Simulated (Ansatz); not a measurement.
A self-consistent single point of Rh (Fm-3m, 1 atom in the cell) with Ansatz (a quantum-chemistry and plane-wave program).

Computed with PBE, norm-conserving files (source: ansatz) (plane waves; Ansatz).

```
Rh
1.0
    0.00000     1.90950     1.90950
    1.90950     0.00000     1.90950
    1.90950     1.90950     0.00000
Rh
1
Direct
  0.00000   0.00000   0.00000
```

Reference input (self-consistent single point, DFT, PBE, plane waves, default PAW files): basis.ecutwfc = 420 eV; kpoints.mp_grid.grid = 15 15 15; hamiltonian.xc = pbe; hamiltonian.pseudopotentials = {kind: paw} (the program's default PAW files); scf.occupations.method = fermi_dirac; scf.occupations.width = 0.1 eV. This run's input differs from it in these lines:

Ansatz 0.2 input:
```diff
@@ -8,3 +8,3 @@
 basis:
-  ecutwfc: 420.0 eV
+  ecutwfc: 540.0 eV
 kpoints:
@@ -15,3 +15,4 @@
   pseudopotentials:
-    kind: paw
+    kind: nc
+    source: ansatz
 scf:
```

Log, with long lists cut:

```
SCF iter   1: F=—  HF=-3185.244340 eV  |F-HF|=—  |Δ(HF+E_count)|=         —  Δρ=1.77e-1  dr2=2.89e0  ethr=3.10e-3  ⟨swp⟩=7.1  Hψ=11165  notcnv=0
all-band conjugate gradients solve this SCF's bands
preconditioner: auto → none
SCF iter   2: F=—  HF=-3184.429461 eV  |F-HF|=—  |Δ(HF+E_count)|=   8.15e-1  Δρ=5.83e-2  dr2=1.91e-1  ethr=3.10e-3  ⟨swp⟩=3.0  Hψ=4641  notcnv=0
SCF iter   3: F=—  HF=-3184.383582 eV  |F-HF|=—  |Δ(HF+E_count)|=   4.59e-2  Δρ=2.76e-2  dr2=7.93e-3  ethr=1.13e-3  ⟨swp⟩=2.5  Hψ=3093  notcnv=0
SCF iter   4: F=—  HF=-3184.393278 eV  |F-HF|=—  |Δ(HF+E_count)|=   9.70e-3  Δρ=1.19e-3  dr2=5.25e-5  ethr=4.67e-5  ⟨swp⟩=2.1  Hψ=2451  notcnv=0
SCF iter   5: F=—  HF=-3184.393285 eV  |F-HF|=—  |Δ(HF+E_count)|=   6.76e-6  Δρ=1.17e-4  dr2=1.16e-6  ethr=3.09e-7  ⟨swp⟩=2.5  Hψ=2692  notcnv=0
SCF iter   6: F=-3184.393285 eV  HF=-3184.393285 eV  |F-HF|=2.25e-9  |Δ(HF+E_count)|=   2.06e-8  Δρ=1.43e-5  dr2=7.29e-9  ethr=5.88e-10  ⟨swp⟩=9.9  Hψ=10089  notcnv=0
SCF 1 converged in 6 iterations: F = -3184.393285 eV  dr2 = 7.29e-9
Free energy (F): -3184.393285 eV
Internal energy: -3184.347930 eV  (E = F + TS)
E sigma→0 (E₀):  -3184.370607 eV
Entropy (-TS):   -0.045355 eV (-45.355 meV/atom)
Fermi energy:    22.391380 eV
--- Forces (eV/Å), atoms counted from 1 ---
  atom   1  Rh    -0.00000000    -0.00000000     0.00000000
--- Stress (GPa, compression-positive) ---
        2.235127      -0.000000      -0.000000
       -0.000000       2.235127       0.000000
       -0.000000       0.000000       2.235127
  P = ⅓ Tr σ = 2.2351 GPa (22.351 kbar)
  The stress holds the Pulay correction. Without it, at fixed plane waves, as pw.x and ABINIT print it: P = -221.4832 GPa
```

The run converged in 6 iterations. Against the reference run the pressure goes from 2.62 to 2.24 GPa.

The starting cell has typed, rounded lattice constants, without a prior relaxation at this level. Its lattice was rescaled by up to half a per cent. Spin polarisation is off. Ansatz's pressure includes its estimate of the finite-basis (Pulay) stress. Without the estimate this run gives -221.48 GPa. The cutoff lies below the one recommended for these files.
